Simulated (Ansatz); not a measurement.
A computed series for PbF2: pressure series

Take PbF₂ in the fluorite structure (space group Fm-3m, No. 225) as the base.

```xyz
3
Lattice="0.0000 3.0004 3.0004 3.0004 0.0000 3.0004 3.0004 3.0004 0.0000" Properties=species:S:1:pos:R:3 pbc="T T T"
Pb     0.0000     0.0000     0.0000
F      1.5002     1.5002     1.5002
F      4.5006     4.5006     4.5006
```

Cell and atoms are relaxed at each pressure.

Computed with Ansatz (a first-principles code), PBE, PAW, cutoff 420 eV, spin-orbit coupling left out.

Two rows of this table had their results exchanged by mistake.

| pressure | volume per atom (Å³) | shortest distance (Å) | band gap |
|---|---|---|---|
| pressure −2 GPa | 18.60 | 2.627 | 4.41 eV |
| pressure −1 GPa | 18.29 | 2.612 | 4.42 eV |
| pressure 0.9 GPa | 17.77 | 2.587 | 4.42 eV |
| pressure 2.1 GPa | 17.49 | 2.573 | 4.42 eV |
| pressure 4.5 GPa | 16.98 | 2.548 | 4.41 eV |
| pressure 9 GPa | 14.65 | 2.426 | 4.31 eV |
| pressure 15 GPa | 15.41 | 2.467 | 4.36 eV |
| pressure 22.5 GPa | 16.21 | 2.509 | 4.39 eV |
| pressure 30 GPa | 14.04 | 2.391 | 4.25 eV |

Question: Which two?

Answer: The rows for pressure 9 GPa and pressure 22.5 GPa: the volume has to fall steadily with pressure, so 16.21 Å³ belongs to pressure 9 GPa and 14.65 Å³ to pressure 22.5 GPa.

With Pb present, leaving out spin-orbit coupling can change the band edges. Load acts through the strain it causes; cell and atoms are relaxed under it. Whether these cells are dynamically stable was not tested. Competing high-pressure phases were not computed.
